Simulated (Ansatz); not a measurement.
# Convergence study of the k-point mesh for InSe (P3m1, 8 atoms in the cell)

```xyz
8
Lattice="4.0676 0.0000 0.0000 -2.0338 3.5226 0.0000 0.0000 0.0000 18.1423" Properties=species:S:1:pos:R:3 pbc="T T T"
In     0.0000     0.0000    10.5252
In     0.0000     0.0000     7.6671
In     0.0000     2.3484    16.7383
In     0.0000     2.3484     1.4040
Se     2.0338     1.1742    15.4754
Se     2.0338     1.1742     2.6669
Se     0.0000     2.3484    11.7384
Se     0.0000     2.3484     6.4039
```

Level of theory: LDA (PW92), default PAW files made with PBE (plane waves; Ansatz, a quantum-chemistry and plane-wave program).

Base settings: basis.ecutwfc = 30.9 Ry; kpoints.mp_grid.grid = 6 6 1; hamiltonian.xc = lda; hamiltonian.pseudopotentials = {kind: paw} (the program's default PAW files); scf.occupations.method = fixed.

The second cell is the first with its lattice scaled by 0.98.

Only quantities that move along the ladder and can be compared are tabulated.

The count of work is k-points × plane waves × bands × iterations; it is no time. Core times come from one kind of shared machine, to one figure; runs under 30 s give none.

The starting cell comes from a database of computed structures (which also holds hypothetical and non-ambient phases and stackings), without a prior relaxation at this level. Its lattice was rescaled by up to half a per cent. One atom was moved a little off its site on purpose. Ansatz's pressure includes its estimate of the finite-basis (Pulay) stress.

```tsv
kpoints.mp_grid.grid	free energy less the last step's (meV/atom)	energy of the compressed cell less the first (meV/atom)	pressure (GPa)	largest difference of a force vector from the last step's (eV/Å)	gap on the mesh (eV)	count of work / last	core time / last (rough)
2 2 1	326.58	9.15	-0.55	0.162	0.378	0.014	–
3 3 1	83.24	-8.23	-1.97	0.023	0.404	0.018	–
4 4 1	21.36	-15.44	-2.53	0.003	0.416	0.024	–
5 5 1	6.52	-17.35	-2.68	0.009	0.420	0.030	–
6 6 1	2.84	-17.83	-2.72	0.010	0.421	0.042	–
6 6 2	1.69	-17.79	-2.72	0.002	0.423	0.085	–
7 7 2	0.62	-17.96	-2.73	0.001	0.423	0.097	–
8 8 2	0.26	-18.02	-2.74	0.001	0.423	0.12	–
9 9 2	0.13	-18.04	-2.74	0.001	0.423	0.15	0.2
10 10 2	0.09	-18.05	-2.74	0.001	0.423	0.17	0.2
11 11 3	0.02	-18.04	-2.74	0.000	0.423	0.25	0.2
12 12 3	0.01	-18.04	-2.74	0.000	0.423	0.30	0.3
13 13 3	0.01	-18.04	-2.74	0.000	0.423	0.34	0.4
15 15 3	0.01	-18.04	-2.74	0.000	0.423	0.44	0.4
16 16 4	0.00	-18.04	-2.74	0.000	0.423	0.67	0.6
18 18 4	0.00	-18.04	-2.74	0.000	0.423	0.84	0.9
20 20 4	0.00	-18.04	-2.74	0.000	0.423	1.0	1
```

Coarsest kpoints.mp_grid.grid that holds the forces within 0.02 eV/Å of the last step, with all finer ones: 4 4 1, at 0.024 of the last step's count of work; the step before is off by 0.023 eV/Å.

Coarsest kpoints.mp_grid.grid that holds the energy of the compressed cell less the first within 2 meV/atom of the last step, with all finer ones: 5 5 1, at 0.030 of the last step's count of work; the step before is off by 2.6 meV/atom.

The energy difference between the two cells stays within 1 meV/atom of the last step's from 5 5 1 on, the total only from 7 7 2 on: much of the error is common to both cells and cancels.

Keys are those of Ansatz 0.2.
